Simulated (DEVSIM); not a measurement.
Structure: illuminated Si p-on-n cell, one wavelength, with a back-surface field, at 400 K.

Layer 1 from the left is Si, thickness (μm) 0.160, Na (cm⁻³) 3.5e18, τn (s) 2.2e-5, τp (s) 0.0006, absorption coefficient (cm⁻¹) 17000. Layer 2 from the left is Si, thickness (μm) 45.0, Nd (cm⁻³) 1.3e16, τn (s) 0.00087, τp (s) 0.00087, absorption coefficient (cm⁻¹) 17000. Layer 3 from the left is Si, thickness (μm) 1.30, Nd (cm⁻³) 3e18, τn (s) 0.00087, τp (s) 0.00087, absorption coefficient (cm⁻¹) 17000.

Left contact: ohmic, minority electron recombination velocity 5000 cm/s. Right contact: ohmic, minority hole recombination velocity 8e6 cm/s. Voltage is applied to the left contact. Recombination: SRH at mid-gap, radiative, Auger. Light enters at the left, 1.4e17 photons cm⁻² s⁻¹, one pass, no reflection. Mobility is μmin + (μ − μmin)/(1 + (N/Nref)^α).

This is a model device: material constants are rounded textbook-type values typed into the input, and sizes, dopings and lifetimes were drawn at random. Values at 300 K; Nc and Nv go as T^1.5, mobilities as T to minus their exponent, the gap by Varshni's rule with the affinity fixed.

Si: gap (eV) 1.124, affinity (eV) 4.05, permittivity 11.7, Nc (cm⁻³) 2.86e19, Nv (cm⁻³) 3.1e19, μn (cm²/Vs) 1417, μp (cm²/Vs) 470, μn,min 52, μp,min 45, Nref,n 9.7e16, Nref,p 2.2e17, αn 0.68, αp 0.72, T exponent of μn 2.3, T exponent of μp 2.2, B (cm³/s) 4.7e-15, Cn (cm⁶/s) 2.8e-31, Cp (cm⁶/s) 9.9e-32, Varshni α (eV/K) 0.000473, Varshni β (K) 636.

Simulated with DEVSIM: 1D drift-diffusion, Boltzmann statistics, complete ionisation; no tunnelling, impact ionisation, image-force lowering or self-heating.

Q: What does the simulation give for the dark forward voltage at 100 A/cm², the potential step across the device at zero bias, the open-circuit voltage, the short-circuit current?

A: dark forward voltage at 100 A/cm² 0.766 V; potential step across the device at zero bias 0.914 V; open-circuit voltage 0.456 V; short-circuit current 22.4 mA/cm².
